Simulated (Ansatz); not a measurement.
BP under load (space group F-43m), PBE with spin-orbit coupling, rigid bands (Ansatz, an electronic-structure program). Condition of this run: hydrostatic pressure of -8 GPa (compression positive) (the target of the relaxation). Band gap 1.28 eV, N_c = 4.14e19 cm⁻³ and N_v = 2.42e19 cm⁻³ at 300 K, conductivity masses of 0.332 mₑ (electrons) and 0.421 mₑ (holes). Take k_BT = 0.02585 eV.

Problem. What built-in voltage has an abrupt junction with N_A = 1e17 and N_D = 1e18 cm⁻³, all dopants ionised?

Solution. V_bi = E_g/e − (k_BT/e) ln(N_c N_v/(N_A N_D)) = 1.28 − 0.02585 × 9.21 = 1.04 V, for the computed gap.

Problem. Find the intrinsic carrier density and the intrinsic Fermi level.

Solution. n_i = √(N_c N_v) exp(−E_g/2k_BT) = 3.17e19 × exp(−24.76) = 5.6e8 cm⁻³. The level lies (k_BT/2) ln(N_v/N_c) = -7 meV from mid-gap (positive towards the conduction band). Each 0.1 eV added to the gap lowers n_i by a factor of 6.9.

Problem. What thermal injection velocity √(2k_BT/πm) limits a ballistic channel?

Solution. 9.34e6 cm/s for electrons and 8.29e6 cm/s for holes, a ratio of √(m_h/m_e) = 1.13, for dilute carriers.

Rigid bands with the computed gap; masses take one relaxation time for all states. Geometry: cell and atoms relaxed with PBEsol.
